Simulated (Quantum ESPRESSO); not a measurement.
Quantum ESPRESSO run on LiAl2FeO6 (C2/m, 10 atoms in the cell): self-consistent single point.

Computed with LDA (PZ)+U, GBRV 1.5 ultrasoft (LDA) pseudopotentials (plane waves; Quantum ESPRESSO 7.5).

```
LiAl2FeO6
1.0
    2.45271    -4.26647     0.00000
    2.45271     4.26647     0.00000
   -1.75948     0.00000     5.02295
Li Al Fe O
1 2 1 6
Direct
  0.50000   0.50000   0.50000
  0.33212   0.66788   0.00000
  0.66788   0.33212   0.00000
  0.00000   0.00000   0.00000
  0.07592   0.40122   0.19609
  0.92408   0.59878   0.80391
  0.59878   0.92408   0.80391
  0.40122   0.07592   0.19609
  0.26497   0.26497   0.80456
  0.73503   0.73503   0.19544
```
Moments meant for the start (each program seeds them in its own way; μB, in the order of the atoms Li Al Al Fe O O O O O O): 0.0 0.0 0.0 4.0 0.0 0.0 0.0 0.0 0.0 0.0.

Reference input (self-consistent single point, DFT, LDA (PZ)+U, plane waves, GBRV 1.5 ultrasoft (LDA) pseudopotentials): ecutwfc = 50 Ry; ecutrho = 400 Ry; occupations = smearing; smearing = fermi-dirac; degauss = 0.00147 Ry; nspin = 2; K_POINTS = automatic 4 4 4 0 0 0; HUBBARD = atomic; U Fe-3d 5.3 eV; conv_thr = 1e-10 Ry; mixing_beta = 0.3. This run's input differs from it in these lines:

```diff
@@ -21,3 +21,3 @@
 &ELECTRONS
-    conv_thr = 1.0d-10
+    conv_thr = 7.3e-07
     mixing_beta = 0.3
```

Log, with long lists cut:

```
     Self-consistent Calculation

     iteration #  1     ecut=    50.00 Ry     beta= 0.30

     =================== HUBBARD OCCUPATIONS ===================
     ------------------------ ATOM    4 ------------------------
     Tr[ns(  4)] (up, down, total) =   4.35161  0.66549  5.01710
     Atomic magnetic moment for atom   4 =   3.68612
     SPIN  1
     eigenvalues:
       0.681  0.687  0.994  0.994  0.995
     SPIN  2
     eigenvalues:
       0.069  0.070  0.075  0.219  0.232

     Number of occupied Hubbard levels =    5.0171

     total energy              =    -471.46847655 Ry
     estimated scf accuracy    <       2.08439173 Ry

   [... lines left out ...]

     Magnetic moment per site  (integrated on atomic sphere of radius R)
     atom   1 (R=0.184)  charge=  2.1526  magn=  0.0010
     atom   2 (R=0.159)  charge=  0.4601  magn=  0.0082
     atom   3 (R=0.159)  charge=  0.4601  magn=  0.0082
     atom   4 (R=0.159)  charge= 12.7366  magn=  2.9447
     atom   5 (R=0.159)  charge=  5.2284  magn= -0.0432
     atom   6 (R=0.159)  charge=  5.2284  magn= -0.0432
     atom   7 (R=0.159)  charge=  5.2284  magn= -0.0432
     atom   8 (R=0.159)  charge=  5.2284  magn= -0.0432
     atom   9 (R=0.159)  charge=  5.2220  magn= -0.0377
     atom  10 (R=0.159)  charge=  5.2220  magn= -0.0377
     End of self-consistent calculation

     =================== HUBBARD OCCUPATIONS ===================
     ------------------------ ATOM    4 ------------------------
     Tr[ns(  4)] (up, down, total) =   4.64660  1.56893  6.21553
     Atomic magnetic moment for atom   4 =   3.07768
     SPIN  1
     eigenvalues:
       0.823  0.830  0.998  0.998  0.999
     SPIN  2
     eigenvalues:
       0.163  0.167  0.189  0.519  0.530

     Number of occupied Hubbard levels =    6.2155

     the Fermi energy is     5.1264 ev

!    total energy              =    -472.06245112 Ry
     estimated scf accuracy    <       0.00000064 Ry
     smearing contrib. (-TS)   =      -0.00000000 Ry
     internal energy E=F+TS    =    -472.06245112 Ry

     Hubbard energy            =       0.23777839 Ry

   [... lines left out ...]
     total magnetization       =     3.00 Bohr mag/cell
     absolute magnetization    =     3.89 Bohr mag/cell
   [... lines left out ...]

     Total force =     0.052641     Total SCF correction =     0.001293

          total   stress  (Ry/bohr**3)                   (kbar)     P=      -86.99
  -0.00063713   0.00000000  -0.00001950          -93.73        0.00       -2.87
   0.00000000  -0.00064656   0.00000000            0.00      -95.11        0.00
  -0.00001950   0.00000000  -0.00049036           -2.87        0.00      -72.14

   JOB DONE.
```

The run converged in 13 iterations. Against the reference run the free energy stays essentially unchanged (within 1 meV/atom), the pressure goes from -8.92 to -8.70 GPa, the largest force hardly changes (0.556 to 0.554 eV/Å), the gap on the mesh hardly changes (0.997 to 0.996 eV) and the size of the net moment stays at 0.30 μB/atom.

The starting cell comes from a database of computed structures (which also holds hypothetical and non-ambient phases and stackings), without a prior relaxation at this level. With one magnetic atom in the cell only a parallel order is possible. With U or open f shells several self-consistent states can exist. With a pressure of about -9 GPa the cell is away from its equilibrium volume at this level.

Cost on one core of a shared machine: roughly 3 min.
